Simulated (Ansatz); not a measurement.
Levels about the gap of amorphous In9Ga9Zn9O37Na2 (66 atoms in a cell of 836 Å³, 5.73 g/cm³; zone centre alone, so wide bands show as single levels with stretches between that a denser mesh fills), at the geometry that PBE relaxed, where it gives 3.0 GPa on a denser mesh. The participation number counts the atoms over which a state spreads; weights are charges in smoothed Voronoi cells. The levels come from a single point, so bond lengths are those of that geometry. Method of the levels: r2SCAN, scalar-relativistic without spin-orbit coupling (Ansatz, a program for electronic structure). Sampling: the zone centre alone; Fermi-Dirac width 0.02 eV; no spin polarisation.

A CHGNet melt-quench gave the starting glass, which DFT then relaxed. O atoms were pushed apart under 1.9 Å during the dynamics, to hinder bonds among them. The hot cell started wider than the set density and was brought back towards it in steps. It is the lowest in DFT energy of 2 quenches. It is a model cell: composition and starting density were chosen by hand, and all elements were melted together. No dispersion term was used. Its density started from a set value of 5.73 and ended at 5.73 g/cm³. The simulated quench (nominally 320 K/ps over its main leg) is rapid and tends to freeze in more defects than a deposited or slowly cooled glass has. One small periodic cell is one sample of the glass; other quenches scatter about these values. The volume was held where the preparation left it and the shape relaxed, at a PBE pressure of 3.0 GPa. Stress components on the final sampling reach 3.2 GPa.

```json
[
 {"E - E(highest filled), eV": "-0.38", "filling": "filled", "participation number": "8.3", "largest on": "O, 4 neighbours", "weight O": "0.89", "weight In": "0.02", "weight Zn": "0.07", "weight Ga": "0.01"},
 {"E - E(highest filled), eV": "-0.34", "filling": "filled", "participation number": "20.7", "largest on": "O, 3 neighbours", "weight O": "0.86", "weight In": "0.02", "weight Zn": "0.11", "weight Ga": "0.02"},
 {"E - E(highest filled), eV": "-0.29", "filling": "filled", "participation number": "23.4", "largest on": "O, 4 neighbours", "weight O": "0.81", "weight In": "0.02", "weight Zn": "0.15", "weight Ga": "0.02"},
 {"E - E(highest filled), eV": "-0.20", "filling": "filled", "participation number": "25.7", "largest on": "O, 4 neighbours", "weight O": "0.79", "weight In": "0.02", "weight Zn": "0.17", "weight Ga": "0.01"},
 {"E - E(highest filled), eV": "-0.14", "filling": "filled", "participation number": "11.0", "largest on": "O, 3 neighbours", "weight O": "0.85", "weight In": "0.02", "weight Zn": "0.12", "weight Ga": "0.02"},
 {"E - E(highest filled), eV": "-0.08", "filling": "filled", "participation number": "14.4", "largest on": "O, 3 neighbours", "weight O": "0.83", "weight In": "0.02", "weight Zn": "0.14", "weight Ga": "0.01"},
 {"E - E(highest filled), eV": "0.00", "filling": "filled", "participation number": "19.4", "largest on": "O, 3 neighbours", "weight O": "0.79", "weight In": "0.01", "weight Zn": "0.18", "weight Ga": "0.02"},
 {"E - E(highest filled), eV": "1.27", "filling": "empty", "participation number": "57.6", "largest on": "In, 6 neighbours", "weight O": "0.49", "weight In": "0.24", "weight Zn": "0.13", "weight Ga": "0.12"},
 {"E - E(highest filled), eV": "3.77", "filling": "empty", "participation number": "27.3", "largest on": "In, 6 neighbours", "weight O": "0.55", "weight In": "0.31", "weight Zn": "0.08", "weight Ga": "0.04"},
 {"E - E(highest filled), eV": "4.07", "filling": "empty", "participation number": "24.3", "largest on": "In, 5 neighbours", "weight O": "0.55", "weight In": "0.32", "weight Zn": "0.07", "weight Ga": "0.06"},
 {"E - E(highest filled), eV": "4.20", "filling": "empty", "participation number": "23.7", "largest on": "In, 5 neighbours", "weight O": "0.57", "weight In": "0.30", "weight Zn": "0.04", "weight Ga": "0.08"},
 {"E - E(highest filled), eV": "4.35", "filling": "empty", "participation number": "33.0", "largest on": "In, 6 neighbours", "weight O": "0.55", "weight In": "0.29", "weight Zn": "0.07", "weight Ga": "0.07"},
 {"E - E(highest filled), eV": "4.64", "filling": "empty", "participation number": "31.9", "largest on": "In, 5 neighbours", "weight O": "0.53", "weight In": "0.27", "weight Zn": "0.10", "weight Ga": "0.09"},
 {"E - E(highest filled), eV": "4.74", "filling": "empty", "participation number": "33.7", "largest on": "In, 6 neighbours", "weight O": "0.53", "weight In": "0.30", "weight Zn": "0.08", "weight Ga": "0.07"}
]
```

Most localised among these is the filled level at -0.38 eV, on a O atom, which has 4 neighbours (Zn 1.95 Å, Zn 2.00 Å, In 2.11 Å, Na 2.69 Å).
